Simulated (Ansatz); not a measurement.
**YN in the rock salt structure (space group Fm-3m, No. 225)**

YN has the cubic space group Fm-3m (No. 225), the rock salt structure, Pearson symbol cF8. Conventional cell: a = b = c = 4.906 Å, α = β = γ = 90.00°. Y on 4a is surrounded by 6 N at 2.453 Å (octahedral). N on 4b sees 6 Y at 2.453 Å (octahedral). (Neighbours: up to the widest gap in distance over summed covalent radii, below 1.35, at either atom; cation-cation and far metal-metal contacts left out.)
(The calculation used a cell of 2 atoms; values per cell refer to that cell.)

Method: PBE (Ansatz, a first-principles code, PAW, no spin-orbit coupling). Γ-centred 12×12×12 mesh, Fermi–Dirac width 0.05 eV.

Volume per atom: 14.76 Å³
Density: 5.79 g/cm³
Band gap: 0.21 eV, indirect, Γ → X
Electron mass: 1.3 mₑ along k, 0.11 mₑ across
Hole mass (degenerate bands, along [100]): 0.17, 1.0, 1.0 mₑ
Lowest conduction-band minima above the VBM: X along ⟨100⟩ 0.21 eV
Total energy: -2118.040 eV/atom (σ→0; compares only within this code and set-up)

Masses are band curvatures over ±0.01 Å⁻¹ around the edge. Along k means along the line from Γ to the band edge. Whether these cells are dynamically stable was not tested. A zero or small gap of YN can be the functional's error rather than a property of the material.
